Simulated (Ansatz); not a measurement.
Functionals compared on the (321) surface of fcc Ag in its 1x1 cell, outermost plane spacing 0.55 Å in the ideal cut, in Ansatz (plane waves, PAW). The structure was relaxed with PBE; the other rows are single points on it, each with its references at the same level. Cutoff 420 eV (500 eV for r2SCAN).

Slab: 19 atoms, 10.0 Å thick at the start (thin: gaps and levels are the slab's own); k 8x6x1, smearing 0.1 eV, dipole-corrected; all atoms relaxed; symmetry of the start imposed; no spin, no spin-orbit, no U. These notes are the PBE run's.

```csv
functional,surface energy (J/m²),work function of the top face (eV),rough cost of the single point
PBE,0.89,4.12,–
LDA,1.32,4.54,around 7 core-minutes (rough)
PBEsol,1.17,4.24,around 7 core-minutes (rough)
RPBE,?,?,very roughly 7 core-minutes
r2SCAN,1.08,4.06,very roughly 12 core-minutes
```

### Question
Fill in the missing entries.

### Answer

- RPBE, surface energy (J/m²): 0.68
- RPBE, work function of the top face (eV): 3.93

Ansatz is a program for electronic structure.
